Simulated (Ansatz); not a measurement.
# SiSe2 (model structure, started from the CdCl2 type, R-3m, No. 166, 3 atoms in the cell): equilibrium volume per atom by level of theory

No measured value is used here.

| level (code) | value (Å³/atom) |
|---|---|
| PBE (Ansatz) | 26.22 |
| PBEsol (Ansatz) | ? |
| PBE-D3(BJ) (Ansatz) | 21.37 |

Q: Some entries are withheld; supply them.

A: 
- PBEsol (Ansatz, an electronic-structure program), value (Å³/atom): 22.51

Ansatz's density-functional and Hartree–Fock values are scalar-relativistic unless marked +SOC, with PAW data made under PBE.

A model structure was made by putting elements into a prototype or built by hand; it is no filed structure, need not be a known phase, and can be a saddle point held by its symmetry.
